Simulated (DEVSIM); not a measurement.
# abrupt GaAs n-p junction

Device: abrupt GaAs n-p junction, at 300 K.

| layer (left to right) | material | thickness (μm) | Nd (cm⁻³) | Na (cm⁻³) | τn (s) | τp (s) |
|---|---|---|---|---|---|---|
| 1 | GaAs | 70.0 | 2.5e15 | - | 5.9e-9 | 5.9e-9 |
| 2 | GaAs | 31.0 | - | 9.4e15 | 5.9e-9 | 5.9e-9 |

Left contact: ohmic. Right contact: ohmic. Voltage is applied to the left contact. Recombination: SRH at mid-gap, radiative, Auger. Mobility is constant in doping.

This is a model device: material constants are rounded textbook-type values typed into the input, and sizes, dopings and lifetimes were drawn at random. Values at 300 K.

```
parameter        GaAs
-------------  ------
gap (eV)        1.424
affinity (eV)    4.07
permittivity     12.9
Nc (cm⁻³)      4.7e17
Nv (cm⁻³)        9e18
μn (cm²/Vs)      8500
μp (cm²/Vs)       400
B (cm³/s)       2e-10
Cn (cm⁶/s)      1e-30
Cp (cm⁶/s)      1e-30
```

DEVSIM, 1D drift-diffusion, Boltzmann statistics, complete ionisation; no tunnelling, impact ionisation, image-force lowering or self-heating.

| Property | Value |
|---|---|
| Potential step across the device at zero bias | 1.111 V |
| Largest field in the device at zero bias | 24000 V/cm |
| Dark forward voltage at 1 A/cm² | 0.988 V |
| Dark forward voltage at 100 A/cm² | 1.509 V |

Dark forward current:

(V (V), J (A/cm²)): (-0.05, -2.5e-10); (-0.10, -8.6e-10); (-0.20, -6.9e-9); (-0.25, -1.9e-8); (-0.30, -5.2e-8); (-0.40, -3.9e-7); (-0.45, -1.1e-6); (-0.55, -8.2e-6); (-0.60, -2.3e-5); (-0.65, -6.6e-5); (-0.75, -0.00065); (-0.80, -0.0024); (-0.85, -0.010); (-0.95, -0.30); (-1.00, -1.5); (-1.10, -10); (-1.15, -17); (-1.20, -26); (-1.30, -46); (-1.35, -58); (-1.40, -71); (-1.50, -97); (-1.55, -110); (-1.65, -140); (-1.70, -160); (-1.75, -170); (-1.85, -210); (-1.90, -220)

Dark reverse current:

```
V (V)  J (A/cm²)
-----  ---------
0.20     3.5e-10
0.50     7.2e-10
1.00      1.2e-9
1.50      1.7e-9
2.00      2.1e-9
3.00      2.7e-9
4.00      3.4e-9
5.00      3.9e-9
6.50      4.6e-9
8.00      5.3e-9
10.00     6.2e-9
```
